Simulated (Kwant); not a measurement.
System: wire with a side stub in a Si two-dimensional gas. Effective mass 0.19 mₑ, grid spacing 6.7 nm, hard walls, nominal width 200 nm (29 grid rows, so walls 201 nm apart), one parabolic valley, scattering region 600 nm long along x; energies count from the band bottom; Fermi energy swept from 3.9582e-05 to 0.00047004 eV. Closed stub on one side, 280 nm wide and 380 nm deep.

The device is made up for the run: typed textbook-type constants, with dimensions and the other settings drawn at random.

Computed with Kwant: effective-mass tight-binding model on a square grid, one spin, coherent transport at 0 K. Conductance is in e²/h.

How many channels do the leads carry at E = 0.242, 0.293 meV?

The hard-wall thresholds are n² ħ²π²/(2mW²) = n² × 0.0490 meV with W = 201 nm. √(0.242/0.0490) = 2.22, so 2. √(0.293/0.0490) = 2.44, so 2.
